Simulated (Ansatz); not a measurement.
Start from CsSnI3 in the cubic perovskite structure (space group Pm-3m, No. 221; a = 6.2713 Å).

Calculations: Ansatz (a program for electronic structure) PBE, without spin-orbit coupling.

Strains are applied to the cell and any free atomic positions relax.

One change was made to it. Results:

The mean gap deformation potential ΔEg/Δln V is +3.8 eV; the electron mass (degenerate bands, along [100]) goes from 0.035, 0.75, 0.75 mₑ (at R) to 0.055, 0.83, 0.83 mₑ (at R); the energy goes up by 15 meV/atom.

Task: What was done to the base?
(A) isotropic strain +2.40 %
(B) isotropic strain +1.80 %
(C) isotropic strain +3.00 %
(D) isotropic strain +1.20 %

Result: C, isotropic strain +3.00 %. For comparison, the electron mass in the other runs: isotropic strain +1.80 % gives 0.048, 0.80, 0.80 mₑ (at R); isotropic strain +1.20 % gives 0.044, 0.78, 0.78 mₑ (at R); isotropic strain +2.40 % gives 0.052, 0.82, 0.82 mₑ (at R).

With I present, leaving out spin-orbit coupling can change the band edges. Masses are band curvatures over ±0.01 Å⁻¹ around the edge. No phonon test of stability was made. Many cubic perovskites are stable only at high temperature; tilts and polar distortions were not tested.
